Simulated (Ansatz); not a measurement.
Base system: MoTe2 in the 2H-MoS2 type structure (space group P6_3/mmc, No. 194; a = 3.542 Å, c = 14.182 Å; layered, stacked along the Cartesian z axis). Axes: x lies along a and z along c of the hexagonal cell.

Structures relaxed with r2SCAN+rVV10 (Ansatz, a first-principles code, PAW, no spin-orbit coupling).

Base:

Simulated powder pattern, Cu Kα1, λ = 1.54056 Å (kinematic, ideal powder, no thermal factors, no anomalous dispersion; the 8 strongest lines at most, above 2 %, up to 2θ = 90°):

```csv
2θ (°),I/Imax (%),hkl
12.47,31,(002)
25.10,15,(004)
29.09,42,(100)
34.84,100,(103)
43.42,48,(105)
51.56,33,(110)
63.74,17,(203)
75.87,21,(118)
```

After one change:

Simulated powder pattern, Cu Kα1, λ = 1.54056 Å (kinematic, ideal powder, no thermal factors, no anomalous dispersion; the 8 strongest lines at most, above 2 %, up to 2θ = 90°):

```
2θ (°)  I/Imax (%)
------  ----------
12.47           74
29.09          100
34.69           39
34.76           79
34.91           81
34.98           41
43.31           40
51.56           79
```

Question: Which change produced these results?
(A) isotropic strain −2.54 %
(B) tensor shear ε_yz = −0.45 %
(C) strain tensor (xx, yy, zz, yz, xz, xy) = (−1.97, −1.27, +0.41, +0.44, −1.74, −0.23) %
(D) isotropic strain −0.62 %

Answer: B, tensor shear ε_yz = −0.45 %. Its volume per atom is 25.68 Å³ against 25.68 Å³, and its space group is C2/m (No. 12).

Whether these cells are dynamically stable was not tested.
